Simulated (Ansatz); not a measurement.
Base system: Sb (space group R-3m, No. 166; a = 4.266 Å, c = 10.698 Å (hexagonal axes); relaxed with 0.1 eV smearing). Axes: x lies along a and z along c of the hexagonal cell.

The values are results of PBEsol-D3(BJ), PAW, 420 eV (Ansatz, a program for electronic structure; no spin-orbit coupling), not measurements.

Base values:

The pressure is 0.0 GPa.

Perturbation: biaxial strain +2.08 %, plane normal [001], relaxed out of plane (Cartesian); in-plane vectors clamped, the third vector and the atoms free.

What happens to the pressure?

The pressure (mean of the normal stresses, compression positive) goes from zero to -1.2 GPa.

How does this affect the energy relative to the base?

The energy increases by 6.8 meV/atom.

Stability against distortions was not tested.
